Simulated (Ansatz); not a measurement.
System: GaAlN2 (P3m1, No. 156, 4 atoms in the cell; start mp-1228894). Method: HSE06 in Ansatz (plane waves, PAW).

Run with plane-wave cutoff 460 eV, 9×9×6 k mesh (along the axes of the cell as run), Fermi–Dirac smearing 0.01 eV, scalar-relativistic PAW data made under PBE.

Cell (relaxed with PBEsol):

AlGaN2 is modelled in the trigonal space group P3m1 (No. 156), Pearson symbol hP4. Cell: a = 3.147 Å, b = 3.147 Å, c = 5.096 Å, α = 90.00°, β = 90.00°, γ = 120.00°. Al on 1a has 4 N at 1.898–1.906 Å (tetrahedral). Ga on 1c has 4 N at 1.934–1.960 Å (tetrahedral). N1 on 1c sees 3 Al at 1.906 Å and 1 Ga at 1.960 Å (tetrahedral). N2 on 1a has 1 Al at 1.898 Å and 3 Ga at 1.934 Å (tetrahedral). (Neighbours: up to the widest gap in distance over summed covalent radii, below 1.35, at either atom; cation-cation and far metal-metal contacts left out.)

Problem. Predict the band gap.

Solution. 
band gap: 4.19 eV (on the SCF k mesh)

Note: cell and atoms aren't relaxed at this level (largest force component 0.08 eV/Å, pressure -0.9 GPa).

Spin–orbit coupling is not included.

Static lattice: no zero-point or thermal effects.

A start named mp-… is a Materials Project structure, which need not be a measured phase.

Ansatz is an electronic-structure program.
